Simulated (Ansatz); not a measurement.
# A computed series for GaP: response to strain

The parent structure is GaP in the zinc blende structure (space group F-43m, No. 216; a = 5.439 Å).

Strains are applied to the cell and any free atomic positions relax.

Method: PBEsol in Ansatz (plane waves to 420 eV, PAW, no spin-orbit coupling).

Computed cases, in order: isotropic strain −3.00 %; isotropic strain −2.50 %; isotropic strain −2.00 %; isotropic strain −1.50 %; isotropic strain −1.00 %; isotropic strain −0.50 %; the unstrained base; isotropic strain +0.50 %; isotropic strain +1.00 %; isotropic strain +1.50 %; isotropic strain +2.00 %; isotropic strain +2.50 %; isotropic strain +3.00 %.

### Question
Between which two neighbouring cases does the gap turn between direct and indirect?

### Answer
Between isotropic strain +1.00 % (1.51 eV, indirect, Γ → Γ–X (87 % along)) and isotropic strain +1.50 % (1.44 eV, direct at Γ). The whole series: isotropic strain −3.00 %: 1.27 eV, indirect, Γ → Γ–X (88 % along); isotropic strain −2.50 %: 1.30 eV, indirect, Γ → Γ–X (87 % along); isotropic strain −2.00 %: 1.34 eV, indirect, Γ → Γ–X (87 % along); isotropic strain −1.50 %: 1.37 eV, indirect, Γ → Γ–X (87 % along); isotropic strain −1.00 %: 1.40 eV, indirect, Γ → Γ–X (87 % along); isotropic strain −0.50 %: 1.43 eV, indirect, Γ → Γ–X (87 % along); the unstrained base: 1.45 eV, indirect, Γ → Γ–X (87 % along); isotropic strain +0.50 %: 1.48 eV, indirect, Γ → Γ–X (87 % along); isotropic strain +1.00 %: 1.51 eV, indirect, Γ → Γ–X (87 % along); isotropic strain +1.50 %: 1.44 eV, direct at Γ; isotropic strain +2.00 %: 1.32 eV, direct at Γ; isotropic strain +2.50 %: 1.20 eV, direct at Γ; isotropic strain +3.00 %: 1.09 eV, direct at Γ.

Stability against distortions was not tested.

Ansatz is a program for electronic structure.
